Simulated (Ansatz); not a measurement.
## InAs in the zinc blende structure (space group F-43m, No. 216)

```
CELL_PARAMETERS angstrom
      0.00000     3.01303     3.01303
      3.01303     0.00000     3.01303
      3.01303     3.01303     0.00000
ATOMIC_POSITIONS crystal
  In 0.00000 0.00000 0.00000
  As 0.25000 0.25000 0.25000
```

All numbers come from Ansatz (an electronic-structure program), LDA, PAW, cutoff 420 eV, scalar-relativistic without spin-orbit coupling. Settings: 10×10×10 k-points, 0.05 eV Fermi–Dirac smearing.

```json
{
  "volume_per_atom": "27.35 Å³",
  "density": "5.76 g/cm³",
  "band_gap": "zero",
  "total_energy": "-5115.623 eV/atom (σ→0; compares only within this code and set-up)"
}
```

No phonon test of stability was made. The final runs are not spin-polarised. The zero or small gap of InAs can change with the level of theory.
